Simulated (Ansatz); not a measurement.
Given:

```
CELL_PARAMETERS angstrom
      3.76565     0.00000     0.00000
      1.88282     3.26115     0.00000
      1.88282    -1.08705     3.17110
ATOMIC_POSITIONS crystal
  Ga 0.99695 0.00153 0.00458
  P  0.50305 0.24847 0.74542
```

No spin polarisation.

Level of theory: PBEsol (Ansatz, a program for electronic structure; PAW; 420 eV plane waves; without spin-orbit coupling). k-mesh 11×11×11 (Γ-centred); smearing 0.05 eV (Fermi–Dirac).

Question: Predict the in-plane stress, space group and valence-band top at Γ.

Answer: The mean in-plane stress (compression positive) is +4.4 GPa and the space group is R3m (No. 160). The valence-band top at Γ (three highest levels, from the VBM) comes out as 0.00, 0.00, -0.28 eV.

The levels and masses belong to the bands next to the band gap. The cells carry an imposed strain or load. Whether these cells are dynamically stable was not tested. The cell was made from GaP in the zinc blende structure (space group F-43m, No. 216) by this change: biaxial strain −2.08 %, plane normal [111], relaxed out of plane.
